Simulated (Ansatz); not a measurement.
Results of r²SCAN (Ansatz, a quantum-chemistry and plane-wave program, PAW) for ZrSi₂ (Cmcm, No. 63).

Numerical settings: plane-wave cutoff 500 eV, 12×12×12 k mesh, Fermi–Dirac smearing 0.05 eV, scalar-relativistic PAW data made under PBE.

Computed at the level's own relaxed cell.

**Question.** Predict the equilibrium volume per atom.

**Answer.** 
- equilibrium volume per atom = 16.75 Å³/atom

The run finds no gap.

Note: the relaxation could not lower the start's symmetry, so the cell can be a saddle point above a distorted one.

Static lattice: no zero-point or thermal effects.

Computing time: roughly 10 core-minutes.
